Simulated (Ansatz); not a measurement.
Consider the following.

```xyz
2
Lattice="3.2836 0.0000 0.0000 0.0000 3.2836 0.0000 1.6418 -1.6418 2.2464" Properties=species:S:1:pos:R:3 pbc="T T T"
P      3.2836     1.6418     1.1232
B      0.0000     0.0000     0.0000
```

No spin polarisation.

Calculations: r2SCAN (Ansatz, a program for electronic structure), no spin-orbit coupling. k-mesh 12×12×12 (Γ-centred); smearing 0.05 eV (Fermi–Dirac).

Task: Predict the gap character, pressure and space group.

Result: Gap character: indirect, Γ → Γ–M (83 % along)
Pressure (mean of the normal stresses, compression positive): -5.86 GPa
Space group: I-4m2 (No. 119)

The cells carry an imposed strain or load. No phonon test of stability was made. The cell was made from BP in the zinc blende structure (space group F-43m, No. 216) by this change: biaxial strain +2.36 %, plane normal [001], relaxed out of plane.
